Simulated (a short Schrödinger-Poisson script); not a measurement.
Structure: MOS inversion layer, SiO2 on p-type Si(100), at 300 K.

| layer | material | thickness (nm) | Na (cm⁻³) |
|---|---|---|---|
| 1 | SiO2 | 2.1 | - |
| 2 | Si | 1400 | 9.5e16 |

Constants are typed, rounded textbook-type inputs, not results; the design itself was drawn at random and stands for no fabricated device. SiO2: permittivity 3.9, conduction-band edge (eV) 3.15, gap (eV) 9, electron mass (mₑ) 0.5. Si: permittivity 11.7, conduction-band edge (eV) 0, gap (eV) 1.124, Nv at 300 K (cm⁻³) 3.1e19.

Channel valleys (confinement mass, in-plane density-of-states mass, number): Δ2 0.916, 0.19, 2; Δ4 0.19, 0.417, 4. At the gate the conduction-band edge of layer 1 lies 3.67 eV − eVg above the Fermi level of the channel; the field vanishes at the back. Gaps are held at their typed values at every temperature. Mesh 0.03 nm at interfaces.

From a short Schrödinger-Poisson script (our own, NumPy): 1D Poisson equation in equilibrium, electrons classical, Fermi-Dirac, parabolic valleys, classical holes, full ionisation, no traps, pinning or gate leakage.

The same stack at other levels of the model or other numerical settings:

```json
[
 {"run": "base", "sheet density of all electrons at Vg = 2.1 V (cm⁻²)": "1.37e13", "sheet density of all electrons at Vg = 0.9 V (cm⁻²)": "2.68e12", "capacitance at Vg = 2.1 V (μF/cm²)": "1.51", "centroid of the channel electrons at Vg = 2.1 V (nm)": "0.73", "rough cost against the base": "about 1"},
 {"run": "electrons treated as classical, Boltzmann", "sheet density of all electrons at Vg = 2.1 V (cm⁻²)": "1.43e13", "sheet density of all electrons at Vg = 0.9 V (cm⁻²)": "2.73e12", "capacitance at Vg = 2.1 V (μF/cm²)": "(withheld)", "centroid of the channel electrons at Vg = 2.1 V (nm)": "(withheld)", "rough cost against the base": "0.2"},
 {"run": "electrons treated as quantum, Hartree", "sheet density of all electrons at Vg = 2.1 V (cm⁻²)": "(withheld)", "sheet density of all electrons at Vg = 0.9 V (cm⁻²)": "2.10e12", "capacitance at Vg = 2.1 V (μF/cm²)": "1.39", "centroid of the channel electrons at Vg = 2.1 V (nm)": "1.62", "rough cost against the base": "5"},
 {"run": "mesh six times as coarse", "sheet density of all electrons at Vg = 2.1 V (cm⁻²)": "1.35e13", "sheet density of all electrons at Vg = 0.9 V (cm⁻²)": "2.64e12", "capacitance at Vg = 2.1 V (μF/cm²)": "1.49", "centroid of the channel electrons at Vg = 2.1 V (nm)": "0.81", "rough cost against the base": "0.4"}
]
```

### Question
What belongs in the gaps?

### Answer

- electrons treated as classical, Boltzmann, centroid of the channel electrons at Vg = 2.1 V (nm): 0.50
- electrons treated as quantum, Hartree, sheet density of all electrons at Vg = 2.1 V (cm⁻²): 1.21e13
- electrons treated as classical, Boltzmann, capacitance at Vg = 2.1 V (μF/cm²): 1.59

The classical rows ignore confinement, and Boltzmann statistics overrate the density once the band edge passes the Fermi level.
